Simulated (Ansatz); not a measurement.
## In (model structure, Fd-3m, No. 227, 2 atoms in the cell): properties by level of theory

| level (code) | equilibrium lattice constant a (Å) | cohesive energy (eV/atom) |
|---|---|---|
| LDA (Ansatz) | 6.466 | 2.70 |
| PBE (Ansatz) | ? | 1.97 |
| PBEsol (Ansatz) | ? | ? |
| r²SCAN (Ansatz) | 6.616 | 2.11 |

Some entries are withheld; supply them.


- PBE (Ansatz, an electronic-structure program), equilibrium lattice constant a (Å): 6.734
- PBEsol (Ansatz), equilibrium lattice constant a (Å): 6.565
- PBEsol (Ansatz), cohesive energy (eV/atom): 2.32

Ansatz's density-functional and Hartree–Fock values are scalar-relativistic unless marked +SOC, with PAW data made under PBE.

Free atoms are spin-polarised, in the lowest state found; at levels without +SOC their spin–orbit coupling is left out.

The computed numbers hold no vibrational or temperature effects.

A model structure was made by putting elements into a prototype or built by hand; it is no filed structure, need not be a known phase, and can be a saddle point held by its symmetry.
